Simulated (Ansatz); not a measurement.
A one-dimensional Cl body, 1 atoms a period, stretched and compressed along its axis from its relaxed period of 2.293 Å, atoms relaxed at each length.

```
CELL_PARAMETERS angstrom
     11.00000     0.00000     0.00000
      0.00000    11.00000     0.00000
      0.00000     0.00000     2.29290
ATOMIC_POSITIONS crystal
  Cl 0.50000 0.50000 0.00000
```

Computed with PBE (plane waves to 420 eV, PAW; Ansatz, a program for electronic structure). Mesh 1×1×168. No spin polarisation. It repeats along c; a and b span vacuum. A hypothetical model. Symmetry and one short period hold its shape; lower forms weren't sought. Pairing along the axis, which can open a gap, is among the distortions not tried. Buckling under compression is shut out by symmetry and the short period. Energies are free energies at a Fermi–Dirac width of 0.02 eV, from the unstrained cell.

| strain (%) | energy (meV a period) | axial force (nN) |
|---|---|---|
| -3.0 | +21 | -1.03 |
| -1.5 | … | … |
| 0.0 | 0 | -0.01 |
| +1.5 | … | … |
| +3.0 | +17 | +0.77 |

Task: Fill in the missing entries.

Result: 
- -1.5, energy (meV a period): +5
- -1.5, axial force (nN): -0.46
- +1.5, energy (meV a period): +4
- +1.5, axial force (nN): +0.41
